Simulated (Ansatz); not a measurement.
# PbS, pressure series

Base system: PbS in the rock salt structure (space group Fm-3m, No. 225).

```
PbS
1.0
    0.00000     2.95135     2.95135
    2.95135     0.00000     2.95135
    2.95135     2.95135     0.00000
Pb S
1 1
Cartesian
  2.95135   2.95135   2.95135
  0.00000   0.00000   0.00000
```

Cell and atoms are relaxed at each pressure.

All numbers come from PBEsol (Ansatz, a first-principles code, PAW, spin-orbit coupling left out).

```csv
pressure (GPa),volume per atom (Å³/atom)
-2,26.660
0,25.708
0.3,25.580
0.7,?
1.5,25.104
3,24.556
10,22.615
```

### Question
Fit the third-order Birch–Murnaghan form P(V) = (3B₀/2)[(V₀/V)^(7/3) − (V₀/V)^(5/3)]·[1 + (3/4)(B₀′ − 4)((V₀/V)^(2/3) − 1)] (squares taken in P) to the rows shown and predict the withheld row.

### Answer
Least squares on the printed values gives V₀ = 25.709 Å³/atom, B₀ = 59.5 GPa, B₀′ = 4.2; this predicts 25.415 Å³/atom, and the run gives 25.416 Å³/atom, in agreement.

Load acts through the strain it causes; cell and atoms are relaxed under it. Stability against distortions was not tested. No other phases were tried under pressure. The base started in P3_121 and relaxed to Fm-3m at this level. All final runs are without spin polarisation.
